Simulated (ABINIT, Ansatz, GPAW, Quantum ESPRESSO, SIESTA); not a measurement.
## Code comparison for a sheet of SnO (4 atoms in the cell)

Self-consistent single point.

```
SnO
1.0
    3.67902     0.00000     0.00000
    0.00000     3.67902     0.00000
    0.00000     0.00000    16.22535
Sn O
2 2
Direct
  0.50000   0.00000   0.56858
  0.00000   0.50000   0.43142
  0.00000   0.00000   0.50000
  0.50000   0.50000   0.50000
```

Shared settings, as Ansatz (a program for electronic structure) writes them: kpoints.mp_grid.grid = 7 7 1; scf.occupations.method = gaussian; scf.occupations.width = 0.05 eV. Potentials and cutoffs stand in the table.

```json
[
 {"code": "GPAW", "model": "PBE, GPAW PAW datasets PBE (gpaw-data 1.0.1)", "largest force (eV/Å)": "2.484", "gap on the mesh (eV)": "3.103", "cutoff": "900 eV"},
 {"code": "Quantum ESPRESSO", "model": "PBE, PseudoDojo standard norm-conserving (PBE) pseudopotentials", "largest force (eV/Å)": "2.527", "gap on the mesh (eV)": "3.193", "cutoff": "85 Ry"},
 {"code": "ABINIT", "model": "PBE, PAW (JTH v2.0 PBE PAW)", "largest force (eV/Å)": "2.549", "gap on the mesh (eV)": "3.109", "cutoff": "48 Ry"},
 {"code": "Ansatz", "model": "PBE, PAW files", "largest force (eV/Å)": "2.531", "gap on the mesh (eV)": "3.202", "cutoff": "default"},
 {"code": "SIESTA", "model": "GGA PBE, numerical atomic orbitals DZP, PseudoDojo PBE standard norm-conserving potentials (rewritten from UPF to PSML)", "largest force (eV/Å)": "3.180", "gap on the mesh (eV)": "3.008", "cutoff": "grid 400 Ry"}
]
```

Gaps are read on the mesh.

The spread over the programs that give each value: largest force within 0.696 eV/Å; gap on the mesh within 0.194 eV.

SIESTA uses small atom-centred bases, whose incompleteness enters pressures, forces and empty levels differently from a plane-wave cutoff. In the gap, SIESTA (by 0.143) lies more than 0.12 eV from the median of the plane-wave programs. In the force vectors, SIESTA (by 0.651) lies more than 0.08 eV/Å from the median of the plane-wave programs.

On the base mesh (5 5 1) the same programs gave: Ansatz gap on the mesh 3.167 eV; Quantum ESPRESSO gap on the mesh 3.168 eV; ABINIT gap on the mesh 3.101 eV; SIESTA gap on the mesh 2.997 eV.

The starting cell was generated: these elements placed on a structure prototype, without a prior relaxation; it need not be a known phase or ordering of this composition. Its lattice was rescaled in the plane by a random factor within 2.5 % of one.

Left out of this page: CP2K (on another mesh).

Keys are those of Ansatz 0.2.
